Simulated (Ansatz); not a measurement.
The cell is built on a prototype and need not be the phase stable at ambient conditions.

By PBEsol, the system below comes out a metal.

The ballistic (Sharvin) conductance counts the channels at the Fermi level: G/A = (e²/h) × channels of both spins per area.

Given:

```
CELL_PARAMETERS angstrom
      3.89239     0.00000     0.00000
      0.00000     3.97032     0.00000
      0.00000     1.98516     1.98516
ATOMIC_POSITIONS crystal
  W  0.50000 0.50000 0.00000
  Re 0.00000 0.00000 0.00000
```

Space group of this cell: P4/mmm. The cell was relaxed by PBE-D3(BJ); by PBEsol its mean pressure is -2.3 GPa.

The current flows along the normal of the first two printed cell vectors. No spin-orbit coupling; the value is a mean over 0.1 eV about the Fermi level.

### Question
Estimate the ballistic conductance per area that PBEsol run with Ansatz (a first-principles code) returns for this system.

### Answer
1.7 × 10¹⁵ S/m² for both spins.
